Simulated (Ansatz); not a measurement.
Start from PbI₂ in the CdI2 type structure (space group P-3m1, No. 164; a = 4.439 Å, c = 6.741 Å; layered).

One thing is altered: full substitution Pb → Si; the structure is relaxed again.

Levels (all Ansatz, an electronic-structure program, PAW): PBEsol-D3(BJ) (420 eV, no spin-orbit coupling); HSE06+SOC (420 eV, spin-orbit coupling included).

The geometry is relaxed with PBEsol-D3(BJ).

PBEsol-D3(BJ) band gap: 1.25 eV

With HSE06+SOC at the same geometry, the band gap rises by 0.56 eV, from 1.25 eV to 1.81 eV.

Single points use the geometry relaxed with PBEsol-D3(BJ). The hybrid gap comes from the SCF mesh plus the semilocal run's edge points and a few special points and is an upper bound. Differences between runs with and without spin-orbit coupling are approximate. With I present, leaving out spin-orbit coupling can change the band edges. No phonon test of stability was made. As relaxed here, SiI2 is a hypothetical phase, not in the database extracts checked.
